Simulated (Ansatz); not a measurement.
# MgTe: stress against strain

MgTe (wurtzite, P6_3mc, 34.493 Å³/atom at rest, c along z) under a strain ε along c (axis z), the other axes held. PBE in Ansatz, a plane-wave DFT program (PAW, default set), 420 eV, 8×8×5 Γ-centred mesh, Fermi-Dirac smearing 0.05 eV; ions are relaxed within the symmetry of each cell. Stress is positive for a compressed cell.

Here s stands for strain and y for stress zz.

| strain (%) | stress zz (GPa) |
|---|---|
| -3.00 | ? |
| -1.20 | 0.66 |
| -0.60 | 0.33 |
| 0.00 | 0.00 |
| 0.60 | -0.34 |
| 1.20 | -0.67 |

Question: Using a straight line, estimate the missing y at s = -3.00 from the other rows, showing the fit.

Answer: Means: s 0, y -0.004. About the means, the sum of products is -1.9980 and the sum of squares of s is 3.6000; the slope is their ratio. Least squares gives y = -0.004 - 0.5550·s. Residuals (row less fit): -0.002, 0.001, 0.004, -0.003, 0.000; standard error 0.003 (degrees of freedom: 3). The slope gives the elastic constant C33 = 56 ± 0.2 GPa. At the withheld row, y = -0.004 - 0.5550 × (-3.0) = 1.661 GPa. The calculation gives 1.67 GPa, 0.009 GPa above the prediction (0.4 % of the range of y in the table). The row lies outside the fitted rows, so this is an extrapolation. The fitted rows scatter only by rounding.

Rows are the converged runs of the series near zero and its far end; series whose fitted rows scatter by over a few per cent of the range, as at a crossing or softening among them, aren't shown in this form. Most that stay on the fit to the last digits aren't either.
